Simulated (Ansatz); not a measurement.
**The (000-1) surface of wurtzite CdSe (in the relaxation like top atoms buckled by 0.4 Å), Se-terminated, 2x2 with 2 NH2 on 4 top atoms (bottom of the slab: 2 H on 4 bottom sites)**

Calculation: PBE (plane waves to 420 eV, PAW; Ansatz, a first-principles code).

Model: 40-atom slab, 15.9 Å thick at the start with caps and adatoms, 3x3x1 mesh, Fermi-Dirac 0.025 eV, dipole correction, 8 atoms held, the rest relaxed; no symmetry held; no spin, no spin-orbit, no U. It is one candidate, not shown to be the stable structure of the face.

```json
{
 "gap_of_the_slab_on_its_k_mesh": "1.13 eV",
 "highest_filled_level_below_the_top_vacuum_level": "5.19 eV",
 "energy_released_by_relaxation": "2.71 eV",
 "cost": "about 3 core-hours (a rough figure)"
}
```
